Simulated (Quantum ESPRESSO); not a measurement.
A working Quantum ESPRESSO input for In2O3 (Ia-3, 40 atoms in the cell) (DFT, PBE, plane waves, GBRV 1.5 ultrasoft (PBE) pseudopotentials):

```fortran
&CONTROL
   calculation = 'scf'
   prefix = 'pwscf'
   outdir = './work'
   pseudo_dir = './'
   verbosity = 'high'
   tprnfor = .true.
   tstress = .true.
/
&SYSTEM
   ibrav = 0
   nat = 40
   ntyp = 2
   ecutwfc = 40
   ecutrho = 200
   occupations = 'smearing'
   smearing = 'gaussian'
   degauss = 0.0073499
/
&ELECTRONS
   conv_thr = 1.0d-10
   mixing_beta = 0.4
/
ATOMIC_SPECIES
In   114.8180  in_pbe_v1.4.uspp.F.UPF
O     15.9990  o_pbe_v1.2.uspp.F.UPF
ATOMIC_POSITIONS {crystal}
In    0.5000000000    0.5000000000    0.5000000000
In    0.5000000000    0.0000000000    0.0000000000
In    0.0000000000    0.0000000000    0.5000000000
In    0.0000000000    0.5000000000    0.0000000000
In    0.2500000000    0.7165000000    0.4665000000
In    0.7500000000    0.7835000000    0.0335000000
In    0.4665000000    0.2500000000    0.7165000000
In    0.0335000000    0.7500000000    0.7835000000
In    0.7165000000    0.4665000000    0.2500000000
In    0.7835000000    0.0335000000    0.7500000000
In    0.7500000000    0.2835000000    0.5335000000
In    0.2500000000    0.2165000000    0.9665000000
In    0.5335000000    0.7500000000    0.2835000000
In    0.9665000000    0.2500000000    0.2165000000
In    0.2835000000    0.5335000000    0.7500000000
In    0.2165000000    0.9665000000    0.2500000000
O     0.5361000000    0.7737000000    0.5434000000
O     0.7303000000    0.9927000000    0.9566000000
O     0.7697000000    0.7263000000    0.2624000000
O     0.9639000000    0.5073000000    0.2376000000
O     0.5434000000    0.5361000000    0.7737000000
O     0.9566000000    0.7303000000    0.9927000000
O     0.2624000000    0.7697000000    0.7263000000
O     0.2376000000    0.9639000000    0.5073000000
O     0.7737000000    0.5434000000    0.5361000000
O     0.9927000000    0.9566000000    0.7303000000
O     0.7263000000    0.2624000000    0.7697000000
O     0.5073000000    0.2376000000    0.9639000000
O     0.4639000000    0.2263000000    0.4566000000
O     0.2697000000    0.0073000000    0.0434000000
O     0.2303000000    0.2737000000    0.7376000000
O     0.0361000000    0.4927000000    0.7624000000
O     0.4566000000    0.4639000000    0.2263000000
O     0.0434000000    0.2697000000    0.0073000000
O     0.7376000000    0.2303000000    0.2737000000
O     0.7624000000    0.0361000000    0.4927000000
O     0.2263000000    0.4566000000    0.4639000000
O     0.0073000000    0.0434000000    0.2697000000
O     0.2737000000    0.7376000000    0.2303000000
O     0.4927000000    0.7624000000    0.0361000000
K_POINTS {automatic}
2 2 2  0 0 0
CELL_PARAMETERS {angstrom}
  -4.9755410000     4.9755410000     4.9755410000
   4.9755410000    -4.9755410000     4.9755410000
   4.9755410000     4.9755410000    -4.9755410000
```

The run converged in 12 iterations: free energy E − TS -39616.5532 eV; top of the valence band (on the code's own zero) 9.65 eV; gap on the k-point mesh 1.48 eV; pressure 16.93 GPa; largest force (vector length) 0.487 eV/Å. Each of these slips is then made, one at a time:

(1)
```diff
-   ecutrho = 200
```

(2)
```diff
+   nbnd = 174
```

Question: What happens in each case?

Answer: 
(1) A density cutoff or grid that is too coarse. The run converged in 12 iterations, and against the sound input the free energy is nearly the same (within 1 meV/atom), the pressure hardly changes (16.93 to 16.89 GPa), the largest force stays at 0.487 eV/Å and the gap on the mesh moves little (1.485 to 1.486 eV).

(2) Too few bands. The program stopped before any SCF iteration.
```
Error in routine setup (1):
too few bands
```

The starting cell was generated: these elements placed on a structure prototype, without a prior relaxation; it need not be a known phase or ordering of this composition. Its lattice was rescaled by a random factor within 2.5 % of one. In the base run, with a pressure of about 17 GPa the cell is away from its equilibrium volume at this level.

Left out of this page: 4 runs of the series outside the window shown, repeating another row's setting, or not comparable; 1 run of the series stopped by limits of time or memory.
